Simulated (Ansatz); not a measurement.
Base system: Si in the diamond structure (space group Fd-3m, No. 227; a = 5.470 Å). Axes: x, y, z lie along the cube axes.

The values are results of PBE (Ansatz, a quantum-chemistry and plane-wave program; PAW; 420 eV plane waves; no SOC), not measurements.

Perturbation: the cell is scaled by 0.9850 in all directions; the atoms relax in the strained cell.

Q: Predict the stress tensor and what it implies for the stiffness.

A: Stress of the strained cell less that of the base (GPa, compression positive):
```
   4.44    0.00    0.00
   0.00    4.44    0.00
   0.00    0.00    4.44
```

Then B = −ΔP/(ΔV/V₀) with ΔV/V₀ = -0.0443 gives secant stiffness values (nonlinear terms included at this strain): B ≈ 100 GPa.

As a check, the harmonic strain energy −½ V₀ Δσ:ε is 13 meV/atom; the computed energy rise is 12 meV/atom.

Whether these cells are dynamically stable was not tested.
